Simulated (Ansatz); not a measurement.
A periodic model of amorphous B₁₄P₁₄O₅₆:

```xyz
84
Lattice="10.5811 -0.6120 -0.0600 -0.6120 10.2729 -0.0051 -0.0600 -0.0051 11.1099" Properties=species:S:1:pos:R:3 pbc="T T T"
B      2.5277     5.8755    10.5342
B      5.7739     8.3644     8.9628
B      9.4965     1.2728     7.2912
B      7.7873     7.9191     5.5502
B      5.6860     3.3375     1.5133
B      4.8215     2.4342     8.4395
B      9.7688     3.8032     7.0516
B      7.9912     3.9065     5.2683
B      7.7389     9.3459     7.7182
B      0.6003     5.6637     8.8508
B      9.0835     8.5126     3.4771
B      4.3512     6.9485     2.6694
B      1.1146     1.4439     6.1707
B      9.7532     0.4327     2.3491
P      7.8812     4.2493     0.6068
P      2.6485     0.7761     8.2528
P      7.9826     2.5540     2.8282
P      2.9906     8.7074     4.4240
P      3.0255     1.3731     4.2315
P      1.5779     2.3087     1.8398
P      3.4487     8.5991     7.2941
P      6.5707     1.9289    10.4943
P      5.9148     4.2328     6.9071
P      3.2021     4.6374     1.8321
P     10.0112     6.1808    10.9066
P     -0.3709     9.2554     1.2388
P      4.3165     7.9915     0.0889
P      6.1861     5.9299     4.7559
O      3.2573     5.9189     2.6722
O      9.5796     7.8013     2.3864
O      5.5437     2.4220     0.3935
O      3.9071     8.4345     5.7557
O      1.9888     1.7678     7.2127
O      0.2580     5.0739     7.6917
O      5.1932     5.1100     5.6913
O      3.5262    -0.1518     7.2405
O      8.1142     8.7952     6.5153
O      7.0729     8.6188     8.6818
O      7.8078     3.0958    10.6560
O      8.4438     1.2185     2.2754
O     10.3668     0.8640     6.2846
O      7.4050     5.0410     4.4445
O      3.9100     8.1603     3.3048
O      5.4225     7.6997    10.1211
O      8.4016     2.8328     4.2648
O      3.9937     9.4042     0.2673
O      6.4646     2.7162     2.6237
O      4.8566     7.1648     1.3290
O      6.4219     5.1128     7.9695
O      6.9158     3.3286     6.1118
O      4.8447     8.7898     7.9963
O      9.9205    -0.3424     1.0987
O      1.0821     9.3897     1.2541
O      8.6973     0.3767     7.9651
O      5.5150     6.3436     3.4660
O      1.6268     1.0761     4.9345
O      3.7834     1.6767     8.9109
O      9.6138     7.7016    11.0152
O      4.7211     3.2567     7.3372
O      3.0700     4.8865     0.3102
O      8.5381     7.7164     4.4457
O      7.1308     0.5908    10.5767
O      6.0419     2.3901     9.0747
O     -0.3921     6.5170     9.4400
O      3.0187     7.1423    10.5992
O      8.5554     5.5099     0.0538
O      8.6765     3.7317     1.8804
O      1.7679     5.4147     9.4995
O      0.2175     2.1081     2.5512
O      0.4851     6.2242     0.7714
O      9.3926     2.5894     7.6085
O      1.9504     3.8532     2.3726
O      1.7595     0.0578     9.1540
O      2.6381     1.4311     2.6796
O      3.7799     2.5203     4.7330
O      1.7371     2.2013     0.3946
O      9.6586    -0.4068     3.5100
O      6.4476     4.5743     1.0341
O      9.1344     4.3471     5.9821
O      3.8693     0.0225     4.2578
O      6.5980     7.1592     5.6468
O      4.4236     3.7336     2.0520
O      2.5299     7.5776     7.7850
O      1.5897     8.3094     4.5544
```

Method: PBE, scalar-relativistic without spin-orbit coupling (plane waves to 420 eV, PAW; Ansatz, an electronic-structure program).

It comes from a melt-quench run on a machine-learned potential (CHGNet), relaxed afterwards by DFT. O atoms were pushed apart under 1.9 Å during the dynamics, to hinder bonds among them. The hot cell started wider than the set density and was brought back towards it in steps. It is the lowest in DFT energy of 2 quenches. It is a model cell: composition and starting density were chosen by hand, and all elements were melted together. No dispersion term was used. Its density started from a set value of 2.17 and ended at 2.04 g/cm³. The simulated quench (nominally 310 K/ps over its main leg) is rapid and tends to freeze in more defects than a deposited or slowly cooled glass has. Values belong to this one cell and scatter from quench to quench. Volume and shape were free in the relaxation.

Bonds are counted up to B-B 1.97 Å, B-P 2.23 Å, B-O 1.74 Å, P-P 2.50 Å, P-O 1.88 Å, O-O 1.58 Å. Two cations that share two anions don't count as bonded, nor two that share one unless they lie closer than B-B 1.80 Å, B-P 2.04 Å, P-P 2.29 Å.

### Question
Give the coordination numbers, mean bond lengths and angles.

### Answer

The mean coordination of B by anions is 3.29 (10 with 3, 4 with 4), the mean coordination of P by anions is 4.00 (14 with 4) and the mean coordination of O is 1.82 (10 with 1, 46 with 2). The mean P-O bond is 1.565 Å (spread 0.064 Å, 56 counted) and the mean B-O bond is 1.413 Å (spread 0.059 Å, 46 counted). The bond angle at B comes out as mean 115.3°, spread 5.9° and the bond angle at P comes out as mean 109.1°, spread 6.7°. The bond angle at O is mean 131.6°, spread 8.9°.

### Question
Which atoms depart from the most common coordination of their element?

### Answer
B5 has 4 (O82 1.43 Å, O31 1.45 Å, O47 1.49 Å, O78 1.53 Å); B8 has 4 (O79 1.42 Å, O50 1.48 Å, O42 1.52 Å, O45 1.53 Å); B12 has 4 (O43 1.44 Å, O48 1.45 Å, O29 1.50 Å, O55 1.53 Å); B14 has 4 (O77 1.44 Å, O52 1.48 Å, O69 1.50 Å, O40 1.53 Å); O46 has 1 (P27 1.46 Å); O49 has 1 (P23 1.47 Å); O53 has 1 (P26 1.46 Å); O62 has 1 (P22 1.45 Å); O70 has 1 (P25 1.47 Å); O73 has 1 (P16 1.46 Å); O75 has 1 (P19 1.46 Å); O76 has 1 (P20 1.46 Å); O83 has 1 (P21 1.46 Å); O84 has 1 (P18 1.46 Å).

### Question
List the pairs of like atoms that count as bonded by the rules above.

### Answer
There are none by these rules.
